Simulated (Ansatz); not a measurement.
Consider a periodic stack without vacuum, fluorite-type CoSi2 (0 0 1) on ceria (0 0 1) (film strained to the substrate, started from cuts of the bulks and a machine-learned relaxation; slabs Ce5O12 and Co4Si8, which can lie off the formulas): substrate slab Ce5O12, film Co4Si8, surface cells [[1, 0], [1, 1]] and [[1, 0], [1, 1]], film strained by +1.9 and +1.9 %, outermost planes O/O and Si/Co as cut, which need not be the usual terminations and can put a slab off its formula. Its start:

```
Ce5Co4O12Si8
1.0
    3.86398     0.00000     0.05240
    0.00000     3.86398    -0.08683
    0.04894     0.35548    25.46740
Ce O Co Si
5 12 4 8
Direct
  0.10476   0.85773   0.17524
  0.61936   0.34874   0.07020
  0.08222   0.86917   0.38745
  0.59168   0.36530   0.28144
  0.57208   0.37559   0.49203
  0.61222   0.85232   0.11936
  0.11296   0.35294   0.11934
  0.13041   0.34171   0.00903
  0.63092   0.84057   0.00852
  0.58598   0.86817   0.33714
  0.08574   0.36781   0.33699
  0.09741   0.36232   0.22812
  0.59771   0.86251   0.22811
  0.62171   0.81915   0.56992
  0.12634   0.32449   0.56948
  0.08000   0.37122   0.44650
  0.57775   0.86949   0.44677
  0.18663   0.75026   0.77940
  0.69801   0.24262   0.67489
  0.13155   0.84546   0.98502
  0.67273   0.25266   0.88300
  0.69293   0.74563   0.72616
  0.19248   0.24702   0.72599
  0.33210   0.04461   0.61425
  0.90196   0.61099   0.61429
  0.63748   0.76776   0.93357
  0.15642   0.34379   0.93347
  0.18203   0.25447   0.82837
  0.68246   0.75742   0.82815
```

The start was prepared with a machine-learned potential, and the result is one local minimum, with the in-plane cell held and forces under 0.04 eV/Å; the film can end far from its bulk form.

The numbers are results of PBE (plane waves to 420 eV, PAW; Ansatz, an electronic-structure program), not measurements. Spin–orbit coupling is left out; the runs are not spin-polarised; PBE gaps are too small against experiment; cerium has no Hubbard term. Its k-point mesh 8×8×1, Fermi–Dirac width 0.05 eV.

Question: Predict the relaxed interface.

Answer: 
- interface area = 14.9 Å²
- period = 25.20 Å
- heights between the nearest atoms of the two slabs at the two interfaces = 1.16 and 0.35 Å
- O–Si contacts across the interfaces within 1.22 times the sum of covalent radii = 6, mean 1.80 Å
- Ce–Co contacts across the interfaces within 1.22 times the sum of covalent radii = 4, mean 3.40 Å
- Co–O contacts across the interfaces within 1.22 times the sum of covalent radii = 4, mean 1.96 Å
- Ce–Si contacts across the interfaces within 1.22 times the sum of covalent radii = 2, mean 3.34 Å
